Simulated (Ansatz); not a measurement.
Start from WS$_{2}$ (space group P6_3/mmc, No. 194; a = 3.1541 Å, c = 12.1408 Å; layered, stacked along the Cartesian z axis).

All numbers come from PBE-D3(BJ) (Ansatz, a program for electronic structure; PAW; 420 eV plane waves; no SOC).

For the base:

* **Band gap**: 0.88 eV
* **Valence-band top at Γ**: 0.00, -1.30, -1.42 eV
* **Lattice parameter a**: 3.154 Å

Perturbation: cell and atoms relaxed at a pressure of 1.5 GPa.

Problem. Estimate the effect on the band gap.

Solution. The band gap falls by 0.10 eV to 0.78 eV.

Problem. What does the calculation give for the valence-band top at Γ after the change?

Solution. The valence-band top at Γ (three highest levels, from the VBM) changes from 0.00, -1.30, -1.42 eV to 0.00, -1.32, -1.42 eV.

Problem. What does the calculation give for the lattice parameter a after the change?

Solution. The lattice parameter a shrinks by 0.013 Å, from 3.154 Å to 3.141 Å.

With W present, leaving out spin-orbit coupling can change the band edges. Load acts through the strain it causes; cell and atoms are relaxed under it. Whether these cells are dynamically stable was not tested.
